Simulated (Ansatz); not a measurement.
GaAs (F-43m): ε∞ = 13.96, static ε₀ = 15.78, effective LO energy 35.5 meV, electron mass 0.0696 mₑ (band masses from HSE06, rigid bands (Ansatz, a quantum-chemistry and plane-wave program), cell and atoms relaxed with PBEsol; dielectric constants and zone-centre modes from LDA in Ansatz on its own relaxed cell).

Problem. Work out the Fröhlich coupling α = (1/ε∞ − 1/ε₀) √(m Ry/ħω_LO) and what it means for transport at 300 K.

Solution. 1/ε∞ − 1/ε₀ = 0.00825 and √(m × 13.606 eV/ħω) = 5.17, so α = 0.0426; in weak coupling the polaron mass is about m(1 + α/6). By the iterated Boltzmann equation for weak coupling, the polar-phonon-limited mobility is 15500 cm²/(V·s) at 300 K (36000 at 200 K, 10500 at 400 K).

Model: isotropic Fröhlich coupling of one parabolic band to one effective longitudinal optical (LO) phonon, from the dielectric constants and phonon modes at the zone centre, chosen so that α equals the sum over the polar modes. Acoustic, nonpolar, intervalley and impurity scattering are left out, and they lower the mobility further; with several valleys or bands the averaged mass is a rough stand-in. Semilocal functionals tend to overestimate ε∞, which makes α low and the mobility high.
